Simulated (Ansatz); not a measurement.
System: BeS (model structure, started from the CdTe type, P6₄22, No. 181, 6 atoms in the cell). Method: r²SCAN0 (Ansatz, an electronic-structure program, PAW).

Numerical settings: plane-wave cutoff 520 eV, 9×9×4 k mesh (along the axes of the cell as run), Fermi–Dirac smearing 0.01 eV, scalar-relativistic PAW data made under PBE.

Cell (relaxed with PBEsol):

```
BeS
1.0
    3.42364     0.00000     0.00000
   -1.71182     2.96496     0.00000
    0.00000     0.00000     7.74593
Be S
3 3
Direct
  0.00000   0.50000   0.66667
  0.50000   0.50000   0.00000
  0.50000   0.00000   0.33333
  0.00000   0.50000   0.16667
  0.50000   0.50000   0.50000
  0.50000   0.00000   0.83333
```

**Question.** Estimate the band gap, smallest direct gap on the k points sampled and Γ–Γ gap that the calculation returns.

**Answer.** 
band gap: 4.54 eV (indirect)
smallest direct gap on the k points sampled: 5.97 eV
Γ–Γ gap: 6.14 eV

Note: the relaxation could raise the start's symmetry but not lower it, so the cell can be a saddle point; cell and atoms aren't relaxed at this level (pressure 1.8 GPa).

Static lattice: no zero-point or thermal effects.

A model structure was made by putting elements into a prototype or built by hand; it is no filed structure, need not be a known phase, and can be a saddle point held by its symmetry.
